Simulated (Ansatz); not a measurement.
# La under a change: La → Ba

Start from La (space group P6_3/mmc, No. 194; a = 3.7856 Å, c = 12.0327 Å).

Modification: every La is replaced by Ba, then cell and atoms are relaxed.

All numbers come from plane-wave PAW DFT at the r2SCAN level (Ansatz, a quantum-chemistry and plane-wave program, 500 eV), without spin-orbit coupling. k-mesh 12×12×4 (Γ-centred); smearing 0.05 eV (Fermi–Dirac), for the changed cell.

```
quantity                           base             changed        shift
-------------------  ------------------  ------------------  -----------
volume per atom                37.33 Å³            66.93 Å³    +29.60 Å³
density                      6.18 g/cm³          3.41 g/cm³  -2.77 g/cm³
lattice parameter a             3.786 Å             4.550 Å     +0.764 Å
c/a ratio                         3.179               3.283       +0.104
space group          P6_3/mmc (No. 194)  P6_3/mmc (No. 194)            –
band gap                           zero                zero            –
```

Cost of the whole job for the changed cell (relaxation, final SCF and bands): around 10 core-minutes (rough).

Stability against distortions was not tested. As relaxed here, Ba is a hypothetical phase, not in the database extracts checked.
